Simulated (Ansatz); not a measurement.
Defect migration in 3C silicon carbide: O-vacancy pair (O on one host C site, one C site vacant), charge state +2. Method: PBE, PAW (plane waves to 420 eV; Ansatz, a program for electronic structure).

Settings: 64 host sites, the relaxed PBE lattice, a 2×2×2 k-point mesh shifted by half a step, smearing 0.01 eV, spin-restricted, no image-charge correction. Energies are static. The charge state is imposed; whether it is stable for some Fermi level was not computed. Forms of the defect that were not tried may lie lower. On the k-point mesh the defect's levels are only partly filled at one site or more.

Barriers: single points on a 3×3×3 k-point mesh shifted by half a step at the bands' geometries.

Relaxed starting cell (atoms counted from 1):

```
CELL_PARAMETERS angstrom
      8.76000     0.00000     0.00000
      0.00000     8.76000     0.00000
      0.00000     0.00000     8.76000
ATOMIC_POSITIONS crystal
  Si 0.99933 0.00145 0.00074
  Si 0.99965 0.99319 0.50812
  Si 0.97490 0.49920 0.00216
  Si 0.99933 0.50059 0.49986
  Si 0.49955 0.99821 0.00147
  Si 0.50282 0.99995 0.50138
  Si 0.50031 0.50012 0.00120
  Si 0.49956 0.49986 0.50312
  O  0.14389 0.10475 0.39650
  C  0.12360 0.12747 0.87776
  C  0.12363 0.62360 0.37387
  C  0.12012 0.61777 0.88355
  C  0.62775 0.12543 0.37589
  C  0.62270 0.12372 0.87524
  C  0.62266 0.62609 0.37759
  C  0.62300 0.62593 0.87541
  Si 0.99498 0.30691 0.19438
  Si 0.99794 0.25162 0.75042
  Si 0.99796 0.75092 0.24969
  Si 0.99730 0.74648 0.75485
  Si 0.50423 0.24941 0.25191
  Si 0.50063 0.24897 0.75057
  Si 0.50063 0.75079 0.25234
  Si 0.49824 0.74969 0.75163
  C  0.12367 0.37197 0.62316
  C  0.12369 0.87814 0.12933
  C  0.12548 0.87167 0.62969
  C  0.62481 0.37571 0.12560
  C  0.62462 0.37385 0.62239
  C  0.62461 0.87897 0.12749
  C  0.62463 0.87482 0.62651
  Si 0.25398 0.99357 0.25280
  Si 0.25097 0.99834 0.75364
  Si 0.25662 0.49968 0.26102
  Si 0.24684 0.49765 0.75389
  Si 0.75504 0.00590 0.25040
  Si 0.75011 0.99991 0.74981
  Si 0.74720 0.50477 0.24991
  Si 0.74576 0.50201 0.74596
  C  0.37470 0.12362 0.13263
  C  0.37520 0.12276 0.62736
  C  0.37255 0.62150 0.12720
  C  0.37260 0.62236 0.62838
  C  0.88009 0.13250 0.12094
  C  0.87874 0.12568 0.62249
  C  0.86580 0.63545 0.12630
  C  0.87477 0.62564 0.62462
  Si 0.25659 0.24033 0.00174
  Si 0.25403 0.24854 0.50779
  Si 0.24685 0.74744 0.00367
  Si 0.25096 0.74775 0.50300
  Si 0.74722 0.25137 0.99661
  Si 0.75504 0.25094 0.49541
  Si 0.74575 0.75542 0.99930
  Si 0.75010 0.75150 0.50141
  C  0.37468 0.36870 0.37769
  C  0.37254 0.37411 0.87984
  C  0.37522 0.87396 0.37855
  C  0.37261 0.87291 0.87896
  C  0.88004 0.38042 0.36879
  C  0.86582 0.37500 0.86594
  C  0.87873 0.87877 0.37565
  C  0.87477 0.87671 0.87568
```
Cell charge +2.

End state 1 differs by these moves (Å; atoms that move under 0.08 Å are left out):

```
atom  element     Δx     Δy     Δz
----  -------  -----  -----  -----
2          Si  -0.06   0.06   0.00
3          Si   0.20   0.01  -0.01
5          Si  -0.01  -0.20   0.01
9           O  -0.35   0.35   0.00
12          C   0.03   0.05  -0.07
14          C  -0.05  -0.03   0.07
17         Si  -0.02  -0.46   0.51
21         Si  -0.04   0.07   0.08
26          C   0.07   0.02  -0.07
27          C   0.00   0.07  -0.06
30          C   0.09  -0.11  -0.01
32         Si   0.46   0.02  -0.51
34         Si  -0.07   0.04  -0.08
40          C  -2.20   2.20   0.00
44          C  -0.02  -0.07   0.07
45          C  -0.07   0.00   0.06
46          C   0.11  -0.09   0.01
48         Si  -0.15   0.15   0.00
51         Si   0.00   0.07  -0.07
53         Si  -0.07   0.00   0.07
54         Si   0.08  -0.08   0.00
58          C   0.04   0.06  -0.09
59          C   0.02  -0.06  -0.11
60          C  -0.06  -0.04   0.09
61          C   0.06  -0.02   0.11
```

**Question.** What is the computed forward and backward barriers to end state 1 (PBE, PAW)?

**Answer.** forward 2.92 eV, backward 2.92 eV; at the saddle point atom 40 has neighbours Si at 1.84, 2 Si at 2.00, Si at 2.36 Å. The saddle point's order was not checked.

End state 2 differs by these moves (Å; atoms that move under 0.08 Å are left out):

| atom | element | Δx | Δy | Δz |
|---|---|---|---|---|
| 3 | Si | 0.11 | -0.10 | 0.12 |
| 9 | O | -0.16 | 0.16 | -0.16 |
| 14 | C | 0.10 | 0.08 | 0.04 |
| 16 | C | 0.09 | -0.08 | 0.00 |
| 17 | Si | -0.02 | -0.44 | 0.45 |
| 18 | Si | -0.07 | 0.07 | -0.09 |
| 32 | Si | 0.03 | -0.02 | -0.09 |
| 34 | Si | -0.04 | 0.01 | -0.08 |
| 36 | Si | -0.06 | -0.08 | 0.01 |
| 39 | Si | 0.11 | -0.10 | -0.06 |
| 44 | C | -0.02 | -0.11 | 0.10 |
| 46 | C | 0.06 | -0.07 | 0.05 |
| 48 | Si | -0.07 | 0.09 | -0.02 |
| 49 | Si | 0.04 | 0.07 | 0.02 |
| 52 | Si | 0.12 | 0.09 | 0.17 |
| 53 | Si | -0.07 | -0.03 | 0.02 |
| 54 | Si | 0.04 | -0.07 | 0.02 |
| 60 | C | -0.04 | -0.06 | 0.08 |
| 61 | C | 2.31 | -0.03 | 2.33 |

**Question.** What forward and backward barriers to end state 2 does PBE, PAW give?

**Answer.** forward 4.34 eV, backward 3.36 eV; at the saddle point atom 61 has neighbours Si at 1.82, Si at 1.87, Si at 1.97, Si at 2.28 Å. The saddle point's order was not checked.
